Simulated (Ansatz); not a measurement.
Consider GaSb in the zinc blende structure (space group F-43m, No. 216; a = 6.1324 Å). Axes: x, y, z lie along the cube axes.

Calculations: Ansatz (a first-principles code) r2SCAN, no spin-orbit coupling.

For the base:

The electron mass comes out as 0.023 mₑ (at Γ). The valence-band top at Γ comes out as 0.00, 0.00, 0.00 eV. The valley order is Γ 0.41 eV; L along ⟨111⟩ 0.68 eV; a point along ⟨100⟩, about 0.9 Å⁻¹ from Γ 1.10 eV.

One thing is altered: biaxial strain −1.50 %, plane normal [001], relaxed out of plane (Cartesian); in-plane vectors clamped, the third vector and the atoms free.

### Question
What happens to the electron mass?

### Answer
The electron mass becomes 0.033 mₑ out of plane, 0.027 mₑ in plane (at Γ) (base: 0.023 mₑ (at Γ)).

### Question
How does this affect the out-of-plane strain?

### Answer
The out-of-plane strain comes out as +1.28 %.

### Question
Estimate the effect on the valence-band top at Γ.

### Answer
The valence-band top at Γ (three highest levels, from the VBM) goes from 0.00, 0.00, 0.00 eV to 0.00, 0.00, -0.18 eV.

### Question
Predict the new valley order.

### Answer
The valley order (the lowest conduction-band minima on the path, energy above the VBM, named in the base's zone) goes from Γ 0.41 eV; L along ⟨111⟩ 0.68 eV; a point along ⟨100⟩, about 0.9 Å⁻¹ from Γ 1.10 eV to Γ 0.48 eV; L along [111] 0.65 eV; a point along [010], about 0.9 Å⁻¹ from Γ 0.94 eV; a point along [001], about 0.9 Å⁻¹ from Γ 1.18 eV.

With Sb present, leaving out spin-orbit coupling can change the band edges. The levels and masses belong to the bands next to the band gap. Effective masses come from finite differences of ±0.01 Å⁻¹. No phonon test of stability was made.
